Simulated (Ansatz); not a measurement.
Pressure series in Ni2Si

Base system: Ni$_{2}$Si (space group Pnma, No. 62; non-magnetic).

```
Ni2Si
1.0
    5.01985     0.00000     0.00000
    0.00000     3.73130     0.00000
    0.00000     0.00000     7.07663
Ni Si
8 4
Direct
  0.54070   0.25000   0.79598
  0.04070   0.25000   0.70402
  0.45930   0.75000   0.20402
  0.95930   0.75000   0.29598
  0.16955   0.25000   0.06030
  0.66955   0.25000   0.43970
  0.83045   0.75000   0.93970
  0.33045   0.75000   0.56030
  0.71295   0.25000   0.11462
  0.21295   0.25000   0.38538
  0.28705   0.75000   0.88538
  0.78705   0.75000   0.61462
```

Cell and atoms are relaxed at each pressure.

Levels (all Ansatz, a quantum-chemistry and plane-wave program, PAW): PBE (420 eV, no SOC); PBEsol (420 eV, no spin-orbit coupling).

The base cell above is that of PBE; each level relaxes its own structures.

```csv
case,"volume per atom, PBE","volume per atom, PBEsol"
pressure 1.8 GPa,10.94 Å³,…
pressure 4.2 GPa,10.81 Å³,10.42 Å³
pressure 9 GPa,10.58 Å³,…
pressure 18 GPa,10.21 Å³,9.90 Å³
```

Q: What belongs in the blanks?

A: 
- pressure 1.8 GPa, volume per atom, PBEsol: 10.53 Å³
- pressure 9 GPa, volume per atom, PBEsol: 10.22 Å³

PBE lies above PBEsol in every row, by 0.31 Å³ to 0.41 Å³. They put the cases in the same order.

Load acts through the strain it causes; cell and atoms are relaxed under it. Whether these cells are dynamically stable was not tested. No other phases were tried under pressure. Seeded moments were not kept for the base. The final runs are not spin-polarised.
